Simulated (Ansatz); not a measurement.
Results of PBEsol (PAW; Ansatz, an electronic-structure program) for In2O3 (model structure, started from the A-La2O3 type, P-3m1, No. 164, 5 atoms in the cell).

Numerical settings: plane-wave cutoff 500 eV, 18×18×8 k mesh (along the axes of the cell as run), Fermi–Dirac smearing 0.05 eV, scalar-relativistic PAW data made under PBE.

Cell (relaxed at this level):

```yaml
crystal:
  lattice:
    - [3.41887, 0.00000, 0.00000]
    - [-1.70944, 2.96083, 0.00000]
    - [0.00000, 0.00000, 6.09464]
  atoms:
    - { symbol: In, position: [0.33333, 0.66667, 0.23621] }
    - { symbol: In, position: [0.66667, 0.33333, 0.76379] }
    - { symbol: O, position: [0.00000, 0.00000, 0.00000] }
    - { symbol: O, position: [0.33333, 0.66667, 0.65337] }
    - { symbol: O, position: [0.66667, 0.33333, 0.34663] }
```

**Question.** Predict the band gap.

**Answer.** 
- band gap = 0.69 eV (on the SCF k mesh)

Note: the relaxation could raise the start's symmetry but not lower it, so the cell can be a saddle point.

Spin–orbit coupling is not included.

Computing time: about 5 core-minutes (a rough figure).

A model structure was made by putting elements into a prototype or built by hand; it is no filed structure, need not be a known phase, and can be a saddle point held by its symmetry.
